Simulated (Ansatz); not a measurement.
**Several settings converged on ReTc (P3m1, 2 atoms in the cell)**

```xyz
2
Lattice="2.7411 0.0000 0.0000 -1.3705 2.3738 0.0000 0.0000 0.0000 4.4269" Properties=species:S:1:pos:R:3 pbc="T T T"
Tc     1.3705     0.7913     0.0500
Re     0.0000     0.0000     2.2135
```

Base method: PBEsol, default PAW files made with PBE (plane waves; Ansatz, a quantum-chemistry and plane-wave program).

Base settings: basis.ecutwfc = 500 eV; kpoints.mp_grid.grid = 14 14 8; hamiltonian.xc = pbesol; hamiltonian.pseudopotentials = {kind: paw} (the program's default PAW files); scf.occupations.method = fermi_dirac; scf.occupations.width = 0.1 eV.

The count of work is k-points × plane waves × bands × iterations; it is no time. Core times come from one kind of shared machine, to one figure; runs under 30 s give none.

**The cutoff for other potential files**

Level: DFT, PBEsol, plane waves, harder PAW files (source: ansatz) made with PBE.

In this ladder: hamiltonian.pseudopotentials = {kind: paw, source: ansatz}.

The second cell is the first with its lattice scaled by 0.98.

The mesh stays at the base's, so the ladder's end is converged at best in this setting alone.

The first pressure column holds Ansatz's estimate of the finite-basis (Pulay) stress, which hides part of the cutoff error; the other is without it.

Only quantities that move along the ladder and can be compared are tabulated.

```tsv
basis.ecutwfc	free energy less the last step's (meV/atom)	energy of the compressed cell less the first (meV/atom)	pressure (GPa)	pressure without the Pulay estimate (GPa)	largest difference of a force vector from the last step's (eV/Å)	count of work / last
250 eV	17117.33	393.55	41.25	-951.53	1.088	0.11
310 eV	3110.96	-20.24	-12.22	-210.28	0.223	0.15
390 eV	275.39	51.05	-1.52	-27.69	0.014	0.22
475 eV	13.63	48.37	-2.26	-4.05	0.002	0.28
560 eV	1.02	48.50	-2.22	-2.27	0.000	0.34
670 eV	0.75	48.49	-2.22	-2.22	0.000	0.45
840 eV	0.36	48.48	-2.22	-2.23	0.000	0.66
1120 eV	0.00	48.47	-2.22	-2.23	0.000	1.0
```

Coarsest basis.ecutwfc that holds the forces within 0.005 eV/Å of the last step, with all finer ones: 475 eV, at 0.28 of the last step's count of work; the step before is off by 0.014 eV/Å.

Coarsest basis.ecutwfc that holds the pressure without the Pulay estimate within 0.2 GPa of the last step, with all finer ones: 560 eV, at 0.34 of the last step's count of work; the step before is off by 1.8 GPa.

Coarsest basis.ecutwfc that holds the pressure within 0.2 GPa of the last step, with all finer ones: 475 eV, at 0.28 of the last step's count of work; the step before is off by 0.70 GPa.

The energy difference between the two cells stays within 1 meV/atom of the last step's from 475 eV on, the total only from 670 eV on: much of the error is common to both cells and cancels.

At the lowest cutoff the pressure without the Pulay estimate lies 949 GPa under the last step's, the usual sign of Pulay stress in an incomplete plane-wave basis.

**The relaxed cell against the cutoff**

On ReTc (P-6m2, 2 atoms in the cell): atoms on their sites.

In this ladder: relax = cell and atoms.

The mesh stays at the base's, so the ladder's end is converged at best in this setting alone.

Only quantities that move along the ladder and can be compared are tabulated.

| basis.ecutwfc | relaxed volume (Å³/atom) | relaxation steps | core time / last (rough) |
|---|---|---|---|
| 250 eV | 14.716 | 17 | 0.5 |
| 300 eV | 14.135 | 14 | 0.5 |
| 350 eV | 14.290 | 10 | 0.4 |
| 425 eV | 14.292 | 7 | 0.4 |
| 500 eV | 14.292 | 5 | 0.4 |
| 600 eV | 14.291 | 5 | 0.4 |
| 750 eV | 14.291 | 5 | 0.6 |
| 1000 eV | 14.291 | 5 | 1 |

Coarsest basis.ecutwfc that holds the relaxed volume within 0.014 Å³/atom of the last step, with all finer ones: 350 eV, at about 0.4 of the last step's time; the step before is off by 0.16 Å³/atom.

At the lowest cutoff the cell relaxes to a volume 3.0 % larger than at the highest. Ansatz relaxes on a stress corrected for the finite basis.

On the base run: the starting cell comes from a database of computed structures (which also holds hypothetical and non-ambient phases and stackings), without a prior relaxation at this level. Its lattice was rescaled by up to half a per cent. One atom was moved a little off its site on purpose. Spin polarisation is off.

Keys are those of Ansatz 0.2.
